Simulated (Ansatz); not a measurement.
SiO₂ (P4₁2₁2, No. 92), treated with PBEsol (Ansatz, a first-principles code, PAW).

Numerical settings: plane-wave cutoff 520 eV, 8×8×6 k mesh (along the axes of the cell as run), perturbation theory, scalar-relativistic PAW data made under PBE.

Cell (relaxed at this level):

```xyz
12
Lattice="5.0318 0.0000 0.0000 0.0000 5.0318 0.0000 0.0000 0.0000 7.0168" Properties=species:S:1:pos:R:3 pbc="T T T"
Si     1.4972     1.4972     0.0000
Si     4.0131     1.0187     5.2626
Si     1.0187     4.0131     1.7542
Si     3.5346     3.5346     3.5084
O      1.2066     0.5074     1.2475
O      3.7225     2.0085     4.0151
O      1.3093     3.0233     0.5067
O      3.8252     4.5244     4.7559
O      4.5244     3.8252     2.2609
O      2.0085     3.7225     3.0017
O      3.0233     1.3093     6.5101
O      0.5074     1.2066     5.7693
```

### Question
Give the computed electronic dielectric constant ε∞ (mean over three axes) and static dielectric constant (mean over three axes).

### Answer

- electronic dielectric constant ε∞ (mean over three axes): 2.27
- static dielectric constant (mean over three axes): 4.07
